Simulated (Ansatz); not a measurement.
# How the smallest direct gap on the k points sampled of Ga2O3 (model structure, started from the Al2S3 type, Cc, No. 9, 10 atoms in the cell) moves with the method

No measured value is used here.

| level (code) | value (eV) |
|---|---|
| LDA (Ansatz) | 2.45 |
| PBEsol (Ansatz) | (withheld) |
| r²SCAN (Ansatz) | 3.15 |
| HSE06 (Ansatz) | 4.33 |

Q: Some entries are withheld; supply them.

A: 
- PBEsol (Ansatz, an electronic-structure program), value (eV): 2.52

At these levels the smallest gap is indirect and lower: LDA 2.36, PBEsol 2.42, r²SCAN 3.03, HSE06 4.16 eV. Computed values are for a static lattice. Spin–orbit coupling is included only where a level's name says +SOC; with heavier elements it mostly lowers gaps and can invert bands.  Values are at the PBEsol cell. Cutoffs and k meshes differ between the levels. Ansatz's density-functional and Hartree–Fock values are scalar-relativistic unless marked +SOC, with PAW data made under PBE.

A model structure was made by putting elements into a prototype or built by hand; it is no filed structure, need not be a known phase, and can be a saddle point held by its symmetry.
